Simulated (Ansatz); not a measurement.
Take TiO2 in the rutile structure (space group P4_2/mnm, No. 136; a = 4.548 Å, c = 2.917 Å) as the base. Axes: x, y, z lie along a, b, c of the conventional cell.

Method: LDA in Ansatz (plane waves to 420 eV, PAW, scalar-relativistic without spin-orbit coupling).

For the base:

Pressure: 0.00 GPa
Electron mass: 0.52 mₑ along c, 1.1 mₑ across (at Γ)

It is then changed as follows: a pure shear with ε_xz = ε_zx = 0.0133, atoms relaxed at fixed cell.

Problem. Predict the new largest internal atomic displacement, pressure and electron mass.

Solution. The largest internal atomic displacement is 0.013 Å; the pressure (mean of the normal stresses, compression positive) stays essentially unchanged (0.00 GPa against 0.04 GPa); the electron mass changes from 0.52 mₑ along c, 1.1 mₑ across (at Γ) to 0.51 mₑ along z, 1.1 mₑ across (at Γ).

The levels and masses belong to the bands next to the band gap. The cells carry an imposed strain or load. Effective masses come from finite differences of ±0.01 Å⁻¹. Stability against distortions was not tested. The final runs are not spin-polarised.

Ansatz is a first-principles code.
